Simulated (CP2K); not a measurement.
Troubleshooting CP2K: a failed run on Rb2InSbF6 (Fm-3m, 10 atoms in the cell). The aim is a self-consistent single point with DFT LDA (Pade form), GPW, DZVP-MOLOPT-SR-GTH basis, GTH-PADE potentials (GTH_POTENTIALS).

The input file:

```
&GLOBAL
  PROJECT rb2insbf6
  RUN_TYPE ENERGY_FORCE
  PRINT_LEVEL MEDIUM
&END GLOBAL
&FORCE_EVAL
  METHOD Quickstep
  STRESS_TENSOR ANALYTICAL
  &DFT
    BASIS_SET_FILE_NAME BASIS_MOLOPT
    POTENTIAL_FILE_NAME GTH_POTENTIALS
    &QS
      METHOD GPW
      EPS_DEFAULT 1E-10
    &END QS
    &MGRID
      CUTOFF 550
      REL_CUTOFF 60
      NGRIDS 5
    &END MGRID
    &SCF
      SCF_GUESS ATOMIC
      EPS_SCF 1E-6
      MAX_SCF 4
      ADDED_MOS 13
      &DIAGONALIZATION
        ALGORITHM STANDARD
      &END DIAGONALIZATION
      &MIXING
        METHOD BROYDEN_MIXING
        ALPHA 0.2
        NBUFFER 12
        BETA 1.5
      &END MIXING
      &SMEAR ON
        METHOD GAUSSIAN
        SIGMA [eV] 0.01
      &END SMEAR
    &END SCF
    &KPOINTS
      SCHEME MONKHORST-PACK 4 4 4
      GAMMA_CENTERED T
    &END KPOINTS
    &XC
      &XC_FUNCTIONAL PADE
      &END XC_FUNCTIONAL
    &END XC
    &PRINT
      &MO
        EIGENVALUES T
        OCCUPATION_NUMBERS T
        NDIGITS 8
        FILENAME mo
        &EACH
          QS_SCF 0
        &END EACH
        ADD_LAST NUMERIC
      &END MO
      &MULLIKEN ON
      &END MULLIKEN
    &END PRINT
  &END DFT
  &SUBSYS
    &CELL
      A 6.84317900 0.00000000 0.00000000
      B 3.42158900 5.92636700 0.00000000
      C 3.42158900 1.97545600 5.58743200
      PERIODIC XYZ
    &END CELL
    &COORD
      Rb      10.26476775     5.92636725     4.19057400
      Rb       3.42158925     1.97545575     1.39685800
      In       6.84317850     3.95091150     2.79371600
      Sb       0.00000000     0.00000000     0.00000000
      F        6.84317877     1.81054470     1.28024829
      F        6.84317823     6.09127830     4.30718371
      F        4.98956660     5.02109476     1.28024829
      F        8.69679040     2.88072824     4.30718371
      F        4.98956660     2.88072824     4.30718371
      F        8.69679040     5.02109476     1.28024829
    &END COORD
    &KIND Rb
      BASIS_SET DZVP-MOLOPT-SR-GTH
      POTENTIAL GTH-PADE-q9
    &END KIND
    &KIND In
      BASIS_SET DZVP-MOLOPT-SR-GTH
      POTENTIAL GTH-PADE-q13
    &END KIND
    &KIND Sb
      BASIS_SET DZVP-MOLOPT-SR-GTH
      POTENTIAL GTH-PADE-q5
    &END KIND
    &KIND F
      BASIS_SET DZVP-MOLOPT-SR-GTH
      POTENTIAL GTH-PADE-q7
    &END KIND
  &END SUBSYS
  &PRINT
    &FORCES ON
    &END FORCES
    &STRESS_TENSOR ON
    &END STRESS_TENSOR
  &END PRINT
&END FORCE_EVAL
```

Output, abridged:

```
 SCF WAVEFUNCTION OPTIMIZATION

  Step     Update method      Time    Convergence         Total energy    Change
     1 NoMix/Diag. 0.20E+00      -     0.94923117      -255.3991680860 -2.55E+02
     2 Broy./Diag. 0.20E+00      -     0.04760277      -247.9834802630  7.42E+00
     3 Broy./Diag. 0.20E+00      -     0.11123826      -252.6054134517 -4.62E+00
     4 Broy./Diag. 0.20E+00      -     0.02691226      -256.6050578373 -4.00E+00
  Leaving inner SCF loop after reaching     4 steps.

  Overlap energy of the core charge distribution:               0.00000000137049
  Self energy of the core charge distribution:               -574.69451967297789
  Core Hamiltonian energy:                                    157.77385038612246
   [... lines left out ...]
  Fermi energy:                                                 0.15950094365432
  Total energy:                                              -256.60505783726728
   [... lines left out ...]
 * [ABORT]                                                                     *
 *  \___/     SCF run NOT converged. To continue the calculation regardless,   *
 *    |             please set the keyword IGNORE_CONVERGENCE_FAILURE.         *
 *  O/|                                                                        *
 * /| |                                                                        *
 * / \                                                            qs_scf.F:702 *
 *******************************************************************************

 ===== Routine Calling Stack =====

            4 scf_env_do_scf
            3 qs_energies
            2 qs_forces
            1 CP2K
Abort(1) on node 0 (rank 0 in comm 0): application called MPI_Abort(MPI_COMM_WORLD, 1) - process 0
```

Diagnose the run.

The fault is an iteration limit that is too low. The loop is cut before its threshold is met, so whatever is printed at the end is not self-consistent. To fix it, raise the limit, or leave it to the default. The run ended unconverged after 4 iterations.

The sound input it was made from differs as follows (other fixes are possible):
```diff
-      MAX_SCF 4
+      MAX_SCF 100
```

With that input, the run converged in 24 iterations: free energy E − TS -6960.6504 eV; top of the valence band (on the code's own zero) 2.82 eV; gap on the k-point mesh 1.88 eV; pressure -3.63 GPa; largest force (vector length) 0.038 eV/Å (DFT LDA (Pade form), GPW, DZVP-MOLOPT-SR-GTH basis, GTH-PADE potentials (GTH_POTENTIALS)).

On the sound input: the starting cell comes from a database of computed structures (which also holds hypothetical and non-ambient phases and stackings), without a prior relaxation at this level. Its lattice was rescaled by a random factor within 2.5 % of one. Spin-orbit coupling is off. Values carry the incompleteness of an atom-centred basis. With a pressure of about -4 GPa the cell is away from its equilibrium volume at this level.
